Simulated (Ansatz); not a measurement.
Electronic density of states of amorphous Al₂₈O₄₄Ti, density 3.10 g/cm³, on a 2×2×2 Γ-centred mesh with a Gaussian width of 0.1 eV; energies count from the Fermi level, whose place inside the gap is arbitrary. Cell and mesh are small, so fine structure isn't converged. Calculation: PBE, scalar-relativistic without spin-orbit coupling (plane waves to 420 eV, PAW; Ansatz, a program for electronic structure). Sampling: a 2×2×2 Γ-centred mesh; Fermi-Dirac width 0.02 eV; no spin polarisation. At PBE the levels at the filled edge of the gap are localised (band-tail or defect states), and the nearest spread-out levels lie 4.1 eV apart at the zone centre.

The cell was made by melting and quenching with the CHGNet potential and then relaxed with DFT. O atoms were pushed apart under 1.9 Å during the dynamics, to hinder bonds among them. The hot cell started wider than the set density and was brought back towards it in steps. It is the lowest in DFT energy of 2 quenches. It is a model cell: composition and starting density were chosen by hand, and all elements were melted together. No dispersion term was used. Its density started from a set value of 3.12 and ended at 3.10 g/cm³. The simulated quench (nominally 410 K/ps over its main leg) is rapid and tends to freeze in more defects than a deposited or slowly cooled glass has. A cell of this size samples the disorder only roughly. Volume and shape were free in the relaxation.

| E - EF (eV) | states/(eV atom) |
|---|---|
| -12.00 | 0.00 |
| -11.90 | 0.00 |
| -11.80 | 0.00 |
| -11.70 | 0.00 |
| -11.60 | 0.00 |
| -11.50 | 0.00 |
| -11.40 | 0.00 |
| -11.30 | 0.00 |
| -11.20 | 0.00 |
| -11.10 | 0.00 |
| -11.00 | 0.00 |
| -10.90 | 0.00 |
| -10.80 | 0.00 |
| -10.70 | 0.00 |
| -10.60 | 0.00 |
| -10.50 | 0.00 |
| -10.40 | 0.00 |
| -10.30 | 0.00 |
| -10.20 | 0.00 |
| -10.10 | 0.00 |
| -10.00 | 0.00 |
| -9.90 | 0.00 |
| -9.80 | 0.00 |
| -9.70 | 0.00 |
| -9.60 | 0.00 |
| -9.50 | 0.00 |
| -9.40 | 0.00 |
| -9.30 | 0.00 |
| -9.20 | 0.00 |
| -9.10 | 0.00 |
| -9.00 | 0.00 |
| -8.90 | 0.04 |
| -8.80 | 0.15 |
| -8.70 | 0.22 |
| -8.60 | 0.21 |
| -8.50 | 0.25 |
| -8.40 | 0.32 |
| -8.30 | 0.37 |
| -8.20 | 0.38 |
| -8.10 | 0.35 |
| -8.00 | 0.38 |
| -7.90 | 0.40 |
| -7.80 | 0.40 |
| -7.70 | 0.40 |
| -7.60 | 0.38 |
| -7.50 | 0.37 |
| -7.40 | 0.35 |
| -7.30 | 0.35 |
| -7.20 | 0.33 |
| -7.10 | 0.41 |
| -7.00 | 0.45 |
| -6.90 | 0.46 |
| -6.80 | 0.51 |
| -6.70 | 0.53 |
| -6.60 | 0.47 |
| -6.50 | 0.52 |
| -6.40 | 0.54 |
| -6.30 | 0.51 |
| -6.20 | 0.54 |
| -6.10 | 0.55 |
| -6.00 | 0.57 |
| -5.90 | 0.58 |
| -5.80 | 0.52 |
| -5.70 | 0.51 |
| -5.60 | 0.56 |
| -5.50 | 0.57 |
| -5.40 | 0.58 |
| -5.30 | 0.64 |
| -5.20 | 0.70 |
| -5.10 | 0.68 |
| -5.00 | 0.58 |
| -4.90 | 0.57 |
| -4.80 | 0.62 |
| -4.70 | 0.73 |
| -4.60 | 0.73 |
| -4.50 | 0.69 |
| -4.40 | 0.68 |
| -4.30 | 0.66 |
| -4.20 | 0.66 |
| -4.10 | 0.74 |
| -4.00 | 0.81 |
| -3.90 | 0.77 |
| -3.80 | 0.75 |
| -3.70 | 0.79 |
| -3.60 | 0.78 |
| -3.50 | 0.75 |
| -3.40 | 0.75 |
| -3.30 | 0.70 |
| -3.20 | 0.66 |
| -3.10 | 0.73 |
| -3.00 | 0.74 |
| -2.90 | 0.66 |
| -2.80 | 0.59 |
| -2.70 | 0.60 |
| -2.60 | 0.51 |
| -2.50 | 0.39 |
| -2.40 | 0.31 |
| -2.30 | 0.25 |
| -2.20 | 0.21 |
| -2.10 | 0.16 |
| -2.00 | 0.13 |
| -1.90 | 0.15 |
| -1.80 | 0.13 |
| -1.70 | 0.13 |
| -1.60 | 0.03 |
| -1.50 | 0.00 |
| -1.40 | 0.00 |
| -1.30 | 0.00 |
| -1.20 | 0.00 |
| -1.10 | 0.00 |
| -1.00 | 0.00 |
| -0.90 | 0.00 |
| -0.80 | 0.00 |
| -0.70 | 0.00 |
| -0.60 | 0.00 |
| -0.50 | 0.00 |
| -0.40 | 0.00 |
| -0.30 | 0.00 |
| -0.20 | 0.00 |
| -0.10 | 0.00 |
| 0.00 | 0.00 |
| 0.10 | 0.00 |
| 0.20 | 0.00 |
| 0.30 | 0.00 |
| 0.40 | 0.00 |
| 0.50 | 0.00 |
| 0.60 | 0.00 |
| 0.70 | 0.00 |
| 0.80 | 0.00 |
| 0.90 | 0.00 |
| 1.00 | 0.00 |
| 1.10 | 0.00 |
| 1.20 | 0.00 |
| 1.30 | 0.00 |
| 1.40 | 0.00 |
| 1.50 | 0.00 |
| 1.60 | 0.01 |
| 1.70 | 0.03 |
| 1.80 | 0.10 |
| 1.90 | 0.21 |
| 2.00 | 0.18 |
| 2.10 | 0.06 |
| 2.20 | 0.01 |
| 2.30 | 0.02 |
| 2.40 | 0.07 |
| 2.50 | 0.14 |
| 2.60 | 0.13 |
| 2.70 | 0.06 |
| 2.80 | 0.05 |
| 2.90 | 0.09 |
| 3.00 | 0.16 |
| 3.10 | 0.16 |
| 3.20 | 0.11 |
| 3.30 | 0.09 |
| 3.40 | 0.04 |
| 3.50 | 0.06 |
| 3.60 | 0.15 |
| 3.70 | 0.14 |
| 3.80 | 0.09 |
| 3.90 | 0.07 |
| 4.00 | 0.09 |
| 4.10 | 0.12 |
| 4.20 | 0.13 |
| 4.30 | 0.14 |
| 4.40 | 0.14 |
| 4.50 | 0.15 |
| 4.60 | 0.18 |
| 4.70 | 0.20 |
| 4.80 | 0.21 |
| 4.90 | 0.24 |
| 5.00 | 0.24 |
| 5.10 | 0.24 |
| 5.20 | 0.27 |
| 5.30 | 0.29 |
| 5.40 | 0.27 |
| 5.50 | 0.32 |
| 5.60 | 0.37 |
| 5.70 | 0.40 |
| 5.80 | 0.34 |
| 5.90 | 0.31 |
| 6.00 | 0.36 |
| 6.10 | 0.38 |

The level gap on this mesh is 3.39 eV; the broadening fills part of it in the curve.
